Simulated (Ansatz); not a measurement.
**How the c axis length of InAlN2 (model structure, started from the ScAlN2 type, P3m1, No. 156, 4 atoms in the cell) moves with the method**

No measured value is used here.

| level (code) | value (Å) |
|---|---|
| LDA (Ansatz) | 5.405 |
| PBE (Ansatz) | 5.500 |
| PBEsol (Ansatz) | 5.447 |

Ansatz's density-functional and Hartree–Fock values are scalar-relativistic unless marked +SOC, with PAW data made under PBE.

A model structure was made by putting elements into a prototype or built by hand; it is no filed structure, need not be a known phase, and can be a saddle point held by its symmetry.

Ansatz is an electronic-structure program.
